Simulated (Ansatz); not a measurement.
The starting structures come from a database of crystals and need not be the phases stable at ambient conditions.

 Where the default PAW files enter, the runs use the earlier of Ansatz's two default sets.

By PBEsol, the system below comes out a metal.

Data:

```yaml
crystal:
  lattice:
    - [3.97981, 0.00000, 0.00000]
    - [0.00000, 5.02388, 0.00000]
    - [1.98990, 0.00000, 3.55002]
  atoms:
    - { symbol: Ni, position: [0.66667, 0.75000, 0.66667] }
    - { symbol: Ni, position: [0.33333, 0.25000, 0.33333] }
    - { symbol: Ni, position: [0.00000, 0.00000, 0.00000] }
    - { symbol: Ni, position: [0.00000, 0.50000, 0.00000] }
    - { symbol: Ge, position: [0.66667, 0.25000, 0.66667] }
    - { symbol: Ge, position: [0.33333, 0.75000, 0.33333] }
```

Space group of this cell: Cmcm. The cell is strained (lengths along the current scaled by 1.03, ions clamped); by PBEsol its mean pressure is -6.7 GPa.

The current flows along the normal of the first two printed cell vectors. No spin-orbit coupling; the value is a mean over 0.1 eV about the Fermi level.

Estimate the ballistic conductance per area that Ansatz (a quantum-chemistry and plane-wave program) with PBEsol returns for this system.

0.97 × 10¹⁵ S/m² for both spins.
